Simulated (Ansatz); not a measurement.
Base system: PbS in the rock salt structure (space group Fm-3m, No. 225).

```
PbS
1.0
    0.00000     2.95134     2.95134
    2.95134     0.00000     2.95134
    2.95134     2.95134     0.00000
Pb S
1 1
Direct
  0.00000   0.00000   0.00000
  0.50000   0.50000   0.50000
```

Cartesian axes are those of the cell as printed.

The values are results of PBEsol in Ansatz (plane waves to 420 eV, PAW, no spin-orbit coupling), not measurements.

The change: the cell is scaled by 1.0250 in all directions; the atoms relax in the strained cell.

Predict the stress tensor and what it implies for the stiffness.

Stress of the strained cell less that of the base (GPa, compression positive):
```
  -3.78    0.00    0.00
   0.00   -3.78    0.00
   0.00    0.00   -3.78
```

Then B = −ΔP/(ΔV/V₀) with ΔV/V₀ = 0.0769 gives secant stiffness values (nonlinear terms included at this strain): B ≈ 49 GPa.

As a check, the harmonic strain energy −½ V₀ Δσ:ε is 23 meV/atom; the computed energy rise is 25 meV/atom.

Whether these cells are dynamically stable was not tested.

Ansatz is an electronic-structure program.
